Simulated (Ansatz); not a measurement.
Take WGe in the rock salt structure (space group Fm-3m, No. 225; a = 5.0977 Å; a hypothetical phase, not in the database extracts checked) as the base.

Structures relaxed with PBEsol, PAW, 420 eV (Ansatz, a program for electronic structure; no SOC).

Base:

Simulated powder pattern, Cu Kα1, λ = 1.54056 Å (kinematic, ideal powder, no thermal factors, no anomalous dispersion; the 8 strongest lines at most, above 2 %, up to 2θ = 90°):

```tsv
2θ (°)	I/Imax (%)	hkl
30.34	34	(111)
35.18	100	(200)
50.60	73	(220)
60.15	16	(311)
63.13	25	(222)
74.37	12	(400)
82.39	7.2	(331)
85.03	34	(420)
```

After one change:

Simulated powder pattern, Cu Kα1, λ = 1.54056 Å (kinematic, ideal powder, no thermal factors, no anomalous dispersion; the 8 strongest lines at most, above 2 %, up to 2θ = 90°):

| 2θ (°) | I/Imax (%) |
|---|---|
| 27.96 | 7.3 |
| 32.40 | 100 |
| 46.47 | 74 |
| 55.11 | 4.1 |
| 57.79 | 26 |
| 67.83 | 12 |
| 77.19 | 34 |
| 86.21 | 26 |

### Question
Which of these changes matches the shifts?
(A) Ge → Sn
(B) Ge → Se
(C) Ge → Te

### Answer
C, Ge → Te. Its volume per atom is 21.05 Å³ against 16.56 Å³, and its space group is Fm-3m (No. 225).

Stability against distortions was not tested. As relaxed here, WTe, WSe and SnW are hypothetical phases, not in the database extracts checked. The final runs are not spin-polarised. WTe, WGe, WSe and SnW have a high density of states at the Fermi level and may be magnetic at this level.
